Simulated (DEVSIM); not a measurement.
Structure: illuminated Si n-on-p cell, one wavelength, with a back-surface field, at 300 K.

```tsv
layer (left to right)	material	thickness (μm)	Nd (cm⁻³)	Na (cm⁻³)	τn (s)	τp (s)	absorption coefficient (cm⁻¹)
1	Si	0.270	1.9e18	-	1.8e-6	1.5e-5	130
2	Si	170	-	9.9e16	0.00014	0.00014	130
3	Si	1.10	-	6.2e18	0.00014	0.00014	130
```

Left contact: ohmic, minority hole recombination velocity 80000 cm/s. Right contact: ohmic, minority electron recombination velocity 30 cm/s. Voltage is applied to the left contact. Recombination: SRH at mid-gap, radiative, Auger. Light enters at the left, 2.7e16 photons cm⁻² s⁻¹, one pass, no reflection. Mobility is μmin + (μ − μmin)/(1 + (N/Nref)^α).

Constants are typed, rounded textbook-type inputs, not results; the design itself was drawn at random and stands for no fabricated device. Values at 300 K.

| parameter | Si |
|---|---|
| gap (eV) | 1.124 |
| affinity (eV) | 4.05 |
| permittivity | 11.7 |
| Nc (cm⁻³) | 2.86e19 |
| Nv (cm⁻³) | 3.1e19 |
| μn (cm²/Vs) | 1417 |
| μp (cm²/Vs) | 470 |
| μn,min | 52 |
| μp,min | 45 |
| Nref,n | 9.7e16 |
| Nref,p | 2.2e17 |
| αn | 0.68 |
| αp | 0.72 |
| B (cm³/s) | 4.7e-15 |
| Cn (cm⁶/s) | 2.8e-31 |
| Cp (cm⁶/s) | 9.9e-32 |

Simulated with DEVSIM: 1D drift-diffusion, Boltzmann statistics, complete ionisation; no tunnelling, impact ionisation, image-force lowering or self-heating.

Question: Give the dark reverse current.

Answer: 
| V (V) | J (A/cm²) |
|---|---|
| 0.10 | 7.7e-12 |
| 0.20 | 1.3e-11 |
| 0.30 | 1.7e-11 |
| 0.40 | 2.1e-11 |
| 0.60 | 2.8e-11 |
| 0.80 | 3.5e-11 |
| 1.00 | 4.1e-11 |
| 1.30 | 5.0e-11 |
